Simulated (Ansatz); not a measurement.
Consider Re in the hcp (Mg type) structure (space group P6_3/mmc, No. 194; relaxed with 0.1 eV smearing).

```
Re
1.0
    2.77642     0.00000     0.00000
   -1.38821     2.40445     0.00000
    0.00000     0.00000     4.48093
Re
2
Direct
  0.66667   0.33333   0.75000
  0.33333   0.66667   0.25000
```

Cartesian axes are those of the cell as printed.

Computed with Kohn–Sham DFT with the PBE functional, run in Ansatz (a first-principles code) with PAW and 420 eV plane waves, without spin-orbit coupling.

Base values:

| Quantity | Result |
|---|---|
| Shortest interatomic distance | 2.755 Å |

The change: tensile biaxial strain of 1.00 % in the plane normal to [001], as in epitaxy on a mismatched substrate; the out-of-plane cell vector and the atoms relax.

Q: Predict the new shortest interatomic distance and out-of-plane strain.

A: The shortest interatomic distance shrinks by 0.003 Å, from 2.755 Å to 2.752 Å; the out-of-plane strain comes out as -0.69 %.

No phonon test of stability was made. The final runs are not spin-polarised.
